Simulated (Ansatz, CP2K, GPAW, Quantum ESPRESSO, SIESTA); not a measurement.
ZnHg₃ (Fm-3m, 4 atoms in the cell) computed with different codes at matched settings

Self-consistent single point.

```
ZnHg3
1.0
    0.00000     3.67772     3.67772
    3.67772     0.00000     3.67772
    3.67772     3.67772     0.00000
Zn Hg
1 3
Cartesian
  0.00000   0.00000   0.00000
  1.83886   1.83886   1.83886
  5.51659   5.51659   5.51659
  3.67772   3.67772   3.67772
```

All programs got the same cell, k-point mesh and kind of occupations (in Ansatz's words: kpoints.mp_grid.grid = 8 8 8; scf.occupations.method = gaussian; scf.occupations.width = 0.2 eV); potentials, basis and cutoffs are each program's usual ones.

| code | model | pressure (GPa) | k-points | cutoff |
|---|---|---|---|---|
| GPAW | PBEsol, GPAW PAW datasets PBEsol (made by gpaw-setup) | -3.94 | 29 | 800 eV |
| SIESTA | GGA PBEsol, numerical atomic orbitals DZP, PseudoDojo PBEsol standard norm-conserving potentials (rewritten from UPF to PSML) | -10.59 | 296 | grid 400 Ry |
| Ansatz | PBEsol, PAW files made with PBE | -3.99 | 29 | 420 eV |
| CP2K | PBEsol, GPW, DZVP-MOLOPT-SR-GTH basis, GTH-PBE potentials (GTH_POTENTIALS) | -3.64 | 260 | grid 600 Ry |
| Quantum ESPRESSO | PBEsol, GBRV 1.5 ultrasoft (PBESOL) pseudopotentials | -4.05 | 29 | 50 Ry |

The spread over the programs that give each value: pressure within 6.95 GPa.

The starting cell comes from a database of computed structures (which also holds hypothetical and non-ambient phases and stackings), without a prior relaxation at this level. Its lattice was rescaled by a random factor within 2.5 % of one. On Ansatz's run: Spin-orbit coupling is off. In the base run, with a pressure of about -4 GPa the cell is away from its equilibrium volume at this level.

Q: Why do the programs differ, and what cannot be compared?

A: Differences of this kind can come from the potentials, where these differ, and from what each basis and cutoff leave unconverged. The valence holds different numbers of electrons (GPAW 66, SIESTA 80, Ansatz (a program for electronic structure) 72, CP2K 48, Quantum ESPRESSO 56). The zero of total energies and Fermi levels follows the potentials and each program's conventions, so they are not compared here. SIESTA and CP2K use small atom-centred bases, whose incompleteness enters pressures, forces and empty levels differently from a plane-wave cutoff. Ansatz's pressure is given at a fixed set of plane waves, as the other plane-wave codes print theirs; with its correction for the finite basis it is -3.94 GPa. The programs reduce the same mesh by symmetry to different extents, which changes the work and not the result. In the pressure, SIESTA (by 6.60) lies more than 1 GPa from the median of the plane-wave programs.

Left out of this page: ABINIT (failed or unconverged); Elk and FLEUR (not drawn, or without a comparable value).

Keys are those of Ansatz 0.2.
